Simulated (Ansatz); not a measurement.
Take AgI in the rock salt structure (space group Fm-3m, No. 225; a = 5.9847 Å; a cell from a computed database, its experimental status unchecked) as the base.

The change: cell and atoms relaxed at a pressure of 0.7 GPa.

Levels (all Ansatz, a first-principles code, PAW): PBEsol (420 eV, no spin-orbit coupling); HSE06 (420 eV, no spin-orbit coupling).

The geometry is relaxed with PBEsol.

| Quantity | Result |
|---|---|
| PBEsol lowest conduction level above the VBM at special points | X 0.34 eV; Γ 0.96 eV; K 1.89 eV |

Task: Predict the lowest conduction level above the VBM at special points from HSE06.

Result: The lowest conduction level above the VBM at special points goes from X 0.34 eV; Γ 0.96 eV; K 1.89 eV to X 1.56 eV; Γ 2.30 eV; K 3.09 eV.

Single points use the geometry relaxed with PBEsol. HSE06 was sampled on its mesh, a few special points and the semilocal edge points, so its gap is an upper bound. The levels and masses belong to the bands next to the band gap. Load acts through the strain it causes; cell and atoms are relaxed under it. Whether these cells are dynamically stable was not tested. This is not the structure that AgI has at room temperature and ambient pressure.
